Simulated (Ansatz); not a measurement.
Sn on the 1x1 (111) surface of fcc Au (the real clean face reconstructs), one in a 2x2 cell, started at the site 'bridge Au-Au (span 2.9 Å)'

All values below come from PBE (plane waves to 420 eV, PAW; Ansatz, a quantum-chemistry and plane-wave program).

Slab: 17 atoms, 7.2 Å thick at the start under the adsorbate (thin: gaps and levels are the slab's own); k 6x6x1, smearing 0.1 eV, dipole-corrected; 8 atoms held, the rest relaxed; start symmetry kept, larger cells not searched; spin-polarised, no spin-orbit, no U, no dispersion correction. The starting moment vanished. At the end it is bonded to 3 Au. In PBE it is, or lies within 0.03 eV of, the lowest of the starts that converged.

```yaml
adsorption_energy_against_an_atom_of_beta_tin: -0.30 eV
work_function_of_the_top_face: 4.19 eV
change_of_the_work_function: -0.93 eV
change_of_the_step_from_the_bottom_to_the_top_vacuum_level_against_the_clean_slab: -1.04 eV
energy_released_by_relaxation: 0.40 eV
height of the binding atom over the mean of the host atoms within 0.3 Å of the top one: 2.085 Å
magnetic_moment_of_the_cell: 0.00 μB
nearest_host_atoms_of_the_binding_atom: Au at 2.72 Å, Au at 2.73 Å, Au at 2.73 Å
largest_move_of_a_host_atom: 0.09 Å
note: in the relaxation the adsorbate left its starting site by 0.9 Å
cost: about 70 core-minutes (a rough figure)
```

A negative adsorption energy means that the adsorbate is more stable on the surface than in its reference.
